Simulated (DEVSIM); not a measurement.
System: Si p-i-n diode, at 300 K.

```
layer (left to right)  material  thickness (μm)  Nd (cm⁻³)  Na (cm⁻³)  τn (s)  τp (s)
---------------------  --------  --------------  ---------  ---------  ------  ------
1                            Si           0.590          -     7.9e17  9.3e-7  9.3e-7
2                            Si            4.40     1.4e13          -  9.3e-7  9.3e-7
3                            Si            4.90     6.5e18          -  9.3e-7  9.3e-7
```

Left contact: ohmic. Right contact: ohmic. Voltage is applied to the left contact. Recombination: SRH at mid-gap, radiative, Auger. Mobility is constant in doping.

The device is made up for the run: typed textbook-type constants, with dimensions and the other settings drawn at random. Values at 300 K.

```csv
parameter,Si
gap (eV),1.124
affinity (eV),4.05
permittivity,11.7
Nc (cm⁻³),2.86e19
Nv (cm⁻³),3.1e19
μn (cm²/Vs),1417
μp (cm²/Vs),470
B (cm³/s),4.7e-15
Cn (cm⁶/s),2.8e-31
Cp (cm⁶/s),9.9e-32
```

DEVSIM, 1D drift-diffusion, Boltzmann statistics, complete ionisation; no tunnelling, impact ionisation, image-force lowering or self-heating.

The doping Na of layer 1 was swept, all else fixed.

```
doping Na of layer 1 (cm^-3)  potential step across the device at zero bias (V)  dark forward voltage at 1 A/cm² (V)  dark forward voltage at 100 A/cm² (V)
----------------------------  -------------------------------------------------  -----------------------------------  -------------------------------------
2.4e16                                                                    0.901                                0.558                                  0.703
7.9e16                                                                    0.931                                0.587                                  0.723
2.4e17                                                                    0.960                                0.614                                  0.744
7.9e17                                                                    0.991                                0.643                                  0.770
2.4e18                                                                    1.020                                0.669                                  0.796
7.9e18                                                                    1.050                                0.695                                  0.823
```

From the first row to the last the potential step across the device at zero bias goes from 0.901 to 1.050. From the first row to the last the dark forward voltage at 1 A/cm² goes from 0.558 to 0.695.
